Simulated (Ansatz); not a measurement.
Pressure series in W

Base system: W (space group Pm-3n, No. 223).

```cif
data_W8
_chemical_formula_sum 'W8'
_space_group_name_H-M_alt 'P 1'
_space_group_IT_number 1
_cell_length_a 5.03331
_cell_length_b 5.03331
_cell_length_c 5.03331
_cell_angle_alpha 90.000
_cell_angle_beta 90.000
_cell_angle_gamma 90.000
loop_
_space_group_symop_operation_xyz
  'x, y, z'
loop_
_atom_site_label
_atom_site_type_symbol
_atom_site_fract_x
_atom_site_fract_y
_atom_site_fract_z
_atom_site_occupancy
W1 W 0.00000 0.00000 0.00000 1
W2 W 0.50000 0.50000 0.50000 1
W3 W 0.00000 0.50000 0.25000 1
W4 W 0.00000 0.50000 0.75000 1
W5 W 0.25000 0.00000 0.50000 1
W6 W 0.75000 0.00000 0.50000 1
W7 W 0.50000 0.75000 0.00000 1
W8 W 0.50000 0.25000 0.00000 1
```

Cell and atoms are relaxed at each pressure.

Level of theory: PBEsol in Ansatz (plane waves to 420 eV, PAW, without spin-orbit coupling), earlier PAW set.

Notes on the quantities. enthalpy: H = E + PV relative to the base's energy.

```
case                   enthalpy  lattice parameter a
----------------  -------------  -------------------
base                          –              5.033 Å
pressure −2 GPa   -0.20 eV/atom              5.044 Å
pressure −1 GPa   -0.10 eV/atom              5.039 Å
pressure 0.3 GPa  +0.03 eV/atom              5.032 Å
pressure 0.7 GPa  +0.07 eV/atom              5.030 Å
pressure 1.5 GPa  +0.15 eV/atom              5.026 Å
pressure 3 GPa    +0.30 eV/atom              5.018 Å
pressure 5 GPa    +0.49 eV/atom              5.008 Å
pressure 7.5 GPa  +0.74 eV/atom              4.996 Å
pressure 10 GPa   +0.98 eV/atom                    …
```

### Question
Fill in the withheld entries from the trend.

### Answer

- pressure 10 GPa, lattice parameter a: 4.984 Å

Load acts through the strain it causes; cell and atoms are relaxed under it. Stability against distortions was not tested. Competing high-pressure phases were not computed. The final runs are not spin-polarised. This is not the structure that W has at room temperature and ambient pressure.

Ansatz is an electronic-structure program.
